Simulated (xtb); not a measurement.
xtb 6.7.1, GFN2-xTB: Ca(SH)(k2OAc)(tmeda) (CC1[O][Ca]2([SH])(<-[O]=1)<-[N](C)(C)CC[N]->2(C)C), 34 atoms. The geometry is a generated start, not checked to be a minimum at this level.

run flags: --grad
method: GFN2-xTB
--acc: 1 (default)
--etemp (K): 300 (default)
basis functions: 88
valence electrons: 82

One run each on 1 thread. Values of broydamp tried: 0.02, 0.05, 0.1, 0.2, 0.4 (default), 0.6, 0.8, 1.

Question: Predict the course of the SCC iterations along this series.

Answer: Fewest SCC iterations: 0.4 (default) with 13. The count rises to 24 at 0.02. All converge to one solution.

```
broydamp       SCC iterations            end
-------------  --------------  -------------
0.02                       24  same solution
0.05                       21  same solution
0.1                        18  same solution
0.2                        16  same solution
0.4 (default)              13  same solution
0.6                        15  same solution
0.8                        15  same solution
1                          15  same solution
```
